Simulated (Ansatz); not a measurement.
Electron-phonon data for LaAl2 (Fd-3m)

Data:

```
Al2La
1.0
    0.00000     4.03025     4.03025
    4.03025     0.00000     4.03025
    4.03025     4.03025     0.00000
La Al
2 4
Cartesian
  0.00000   0.00000   0.00000
  2.01513   2.01513   2.01513
  5.03782   5.03782   5.03782
  5.03782   3.02269   3.02269
  3.02269   3.02269   5.03782
  3.02269   5.03782   3.02269
```

The numbers are results of PBEsol, DFPT electron-phonon coupling, linearised Boltzmann equation (plane waves, PAW, scalar-relativistic; Ansatz, a program for electronic structure), not measurements. Cell: relaxed with this functional, without spin-orbit coupling.

* **resistivity at 300 K**: 48 μΩ·cm
* **electron-phonon coupling λ**: 0.65
* **transport coupling λ_tr**: 0.63
* **logarithmic mean phonon energy**: 14.5 meV
* **density of states at the Fermi level**: 2.0 states/(eV·spin·cell)
* **Drude plasma energy**: 3.8 eV
* **Tc for μ* = 0.10 (anisotropic Eliashberg)**: 4.6 K
* **Tc for μ* = 0.13 (anisotropic Eliashberg)**: 3.3 K

A metal at this level (no band gap). Only scattering by harmonic phonons is included (no impurities, grain boundaries, electron-electron scattering or thermal expansion). Spin-orbit coupling is left out. Halving the electron mesh (20x20x20) moves the resistivity by up to 6 % at 300 K, the coupling by up to 2 %, Tc by up to 4 %. Smearing 0.20 eV; phonons on a 3x3x3 q mesh, which this run doesn't test and which matters most at low temperature. Tc comes from the anisotropic Migdal-Eliashberg equations with μ*, a chosen number, referred to 18.6 meV.

Computed structure with no diffraction record at hand here (it may be known, metastable or hypothetical): LaAl2 (Fd-3m).
